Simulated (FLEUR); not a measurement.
FLEUR run on ScRu₃C (Pm-3m, 5 atoms in the cell): self-consistent single point.

Computed with PBEsol, all-electron FLAPW (FLEUR), scalar-relativistic valence.

The change in words: lattice scaled by 0.98. Reference geometry:
```xyz
5
Lattice="4.0613 0.0000 0.0000 0.0000 4.0613 0.0000 0.0000 0.0000 4.0613" Properties=species:S:1:pos:R:3 pbc="T T T"
Sc     0.0000     0.0000     0.0000
Ru     0.0000     2.0307     2.0307
Ru     2.0307     0.0000     2.0307
Ru     2.0307     2.0307     0.0000
C      2.0307     2.0307     2.0307
```

Reference input (self-consistent single point, DFT, PBEsol, all-electron FLAPW (FLEUR), scalar-relativistic valence): Kmax = 4.6 1/bohr; GmaxXC = 16.1 1/bohr; xcFunctional = PBEs; jspins = 1; l_soc = F; mode = hist; fermiSmearingEnergy = 0.00367493 Htr; mesh (inpgen div1-3) = 7 7 7; inpgen gamma flag = false; Gmax = 16.1 1/bohr; numbands = 0; maxIterBroyd = 15. This run's input differs from it in these lines:

```diff
@@ -6,3 +6,3 @@
 0.0000000000 0.0000000000 1.0000000000
-7.6747636072
+7.5212687130
 1.0 1.0 1.0
@@ -47,5 +47,5 @@
          <bravaisMatrix>
-            <row-1>    7.6747636072000001     0.0000000000000000     0.0000000000000000</row-1>
-            <row-2>    0.0000000000000000     7.6747636072000001     0.0000000000000000</row-2>
-            <row-3>    0.0000000000000000     0.0000000000000000     7.6747636072000001</row-3>
+            <row-1>    7.5212687130000004     0.0000000000000000     0.0000000000000000</row-1>
+            <row-2>    0.0000000000000000     7.5212687130000004     0.0000000000000000</row-2>
+            <row-3>    0.0000000000000000     0.0000000000000000     7.5212687130000004</row-3>
          </bravaisMatrix>
```

Log, with long lists cut:

```
 Iteration:     1   Distance:      26.09016975 me/bohr^3
 Iteration:     2   Distance:      21.70454064 me/bohr^3
 Iteration:     3   Distance:       8.68597111 me/bohr^3
 Iteration:     4   Distance:       6.59515310 me/bohr^3
 Iteration:     5   Distance:       5.21099164 me/bohr^3
   [... 11 lines left out ...]
 Iteration:    17   Distance:       0.00012260 me/bohr^3
 Iteration:    18   Distance:       0.00007170 me/bohr^3
 Iteration:    19   Distance:       0.00001743 me/bohr^3
 Iteration:    20   Distance:       0.00000357 me/bohr^3
 Run finished successfully
 Stop message:
   Structural relaxation: Done

[file out, last iteration]
             iter=     21
[...]
          total density-effective poten   -2.3478212933E+04
          total charge density-energy d   -4.3824479166E+02
 Updated energy parameters for spin:           1
[...]
 fermi energy and band-weighting factors:

[...]
FERMIE:
          first approx. to ef    (T=0)  :   0.550842 htr   (energy of the highest occ. eigenvalue)
          number of occ. states  (T=0)  :        566
          first approx. to seigv (T=0)  : -10.239318 htr
          sum of weights of occ. states :  28.518950
          sum of semicore charge        :   0.000000 e
FERHIS:  Fermi-Energy by histogram:
          bandgap                     :   0.000141 htr
   [... lines left out ...]
          charge neutrality (T=0)     :   0.037901    (zero if the highest occ. eigenvalue is "entirely" occupied)
     EF_NEWTON:  Adjust Fermi-Energy by Newton-Method.
 Direct bandgap for spin            1 :    1.6344780486941657E-002  Htr
 ---->    free energy=                    -14390.0494205343 htr
   [... lines left out ...]
 TOTAL FORCE FOR ATOM TYPE=  1  X=  0.000   Y=  0.000   Z=  0.000
                       FX_TOT= 0.000000 FY_TOT= 0.000000 FZ_TOT= 0.000000
 TOTAL FORCE FOR ATOM TYPE=  2  X=  0.000   Y=  3.761   Z=  3.761
                       FX_TOT= 0.000000 FY_TOT= 0.000000 FZ_TOT= 0.000000
 TOTAL FORCE FOR ATOM TYPE=  3  X=  3.761   Y=  3.761   Z=  3.761
                       FX_TOT= 0.000000 FY_TOT= 0.000000 FZ_TOT= 0.000000
 Structural relaxation: Done
```

The run converged in 20 iterations. FLEUR gives forces in its relaxation mode, with a further iteration, so its stop message speaks of a relaxation. Against the reference run the free energy rises by 17.8 meV/atom.

The starting cell comes from a database of computed structures (which also holds hypothetical and non-ambient phases and stackings), without a prior relaxation at this level. For this run, on top of that: lattice scaled by 0.98. Spin polarisation is off. Values depend on the basis (sphere radii, cutoffs, local orbitals), which need not be converged. The log's line on a gap gives a spacing of levels on this mesh, which the program prints for metals too.

Cost on one core of a shared machine: roughly 3 min.
